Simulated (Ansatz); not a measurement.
Base system: TiC in the rock salt structure (space group Fm-3m, No. 225; a = 4.2934 Å; relaxed with 0.1 eV smearing). Axes: x, y, z lie along the cube axes.

The values are results of PBEsol, PAW, 420 eV (Ansatz, an electronic-structure program; scalar-relativistic without spin-orbit coupling), not measurements.

Modification: uniaxial strain ε_zz = +3.59 %, all other strain components held at zero; the atoms relax in the strained cell.

Task: Predict the stress tensor and what it implies for the stiffness.

Result: Stress of the strained cell less that of the base (GPa, compression positive):
```
   -4.1     0.0     0.0
    0.0    -4.1     0.0
    0.0     0.0   -16.3
```

Then −Δσ_ii/ε with ε = 0.0359 gives secant stiffness values (nonlinear terms included at this strain): C33 ≈ 455 GPa, C13 ≈ 115 GPa and C23 ≈ 115 GPa.

As a check, the harmonic strain energy −½ V₀ Δσ:ε is 18 meV/atom; the computed energy rise is 19 meV/atom.

Whether these cells are dynamically stable was not tested. All final runs are without spin polarisation.
